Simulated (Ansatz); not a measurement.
## PbSnS2 (Pmc2₁, No. 26, 8 atoms in the cell; start mp-1218951)

The numbers are results of PBE0 (plane waves, PAW; Ansatz, a first-principles code), not measurements.

Settings: plane-wave cutoff 460 eV, 6×6×2 k mesh (along the axes of the cell as run), Fermi–Dirac smearing 0.01 eV, scalar-relativistic PAW data made under PBE.

Cell (relaxed with PBE-D3(BJ)):

PbSnS2 is taken in the orthorhombic space group Pmc2₁ (No. 26), Pearson symbol oP8. Lattice parameters: a = 4.0844 Å, b = 4.2453 Å, c = 11.4087 Å, α = 90.00°, β = 90.00°, γ = 90.00°. Sn on 2b is coordinated by 3 S at 2.572–2.683 Å and 2 S at 3.243 Å (no clear gap to further neighbours). Pb on 2a has 3 S at 2.822 Å and 2 S at 3.136 Å and 1 S at 3.295 Å. S1 on 2a is surrounded by 2 Sn at 2.683 Å and 2 Sn at 3.243 Å and 1 Pb at 2.823 Å and 1 Pb at 3.295 Å. S2 on 2b is surrounded by 1 Sn at 2.572 Å and 2 Pb at 2.822 Å and 2 Pb at 3.136 Å (square pyramidal). (Neighbours: up to the widest gap in distance over summed covalent radii, below 1.35, at either atom; cation-cation and far metal-metal contacts left out.)

```json
{
  "band_gap": "1.74 eV",
  "smallest_direct_gap_on_the_k_points_sampled": "2.02 eV",
  "direct gap at Γ": "2.95 eV"
}
```

Note: cell and atoms aren't relaxed at this level (pressure 0.7 GPa).

Spin–orbit coupling is not included; with these elements it can move the gap by several tenths of an eV or more.

Static lattice: no zero-point or thermal effects.

Computing time: around 21 core-minutes (rough).

A start named mp-… is a Materials Project structure, which need not be a measured phase.
